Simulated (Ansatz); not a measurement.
Consider CuAu (space group P4/mmm, No. 123; a = 2.8129 Å, c = 3.5930 Å; relaxed with 0.1 eV smearing).

The values are results of PBEsol (Ansatz, an electronic-structure program; PAW; 420 eV plane waves; spin-orbit coupling left out), not measurements.

Strains are applied to the cell and any free atomic positions relax.

One change was made to it. Results:

```tsv
quantity	base	after
pressure (mean of the normal stresses, compression positive)	0.0 GPa	20.0 GPa
energy relative to the base (free energy F)	0 meV/atom	+70 meV/atom
```

Problem. Name the change that was made.
A. isotropic strain +2.00 %
B. isotropic strain −3.00 %
C. isotropic strain −2.50 %
D. isotropic strain +2.50 %
E. isotropic strain −0.50 %

Solution. B, isotropic strain −3.00 %. For comparison, the energy relative to the base in the other runs: isotropic strain +2.50 % gives +38 meV/atom; isotropic strain −0.50 % gives +1.7 meV/atom; isotropic strain −2.50 % gives +48 meV/atom; isotropic strain +2.00 % gives +25 meV/atom.

Whether these cells are dynamically stable was not tested. The final runs are not spin-polarised.
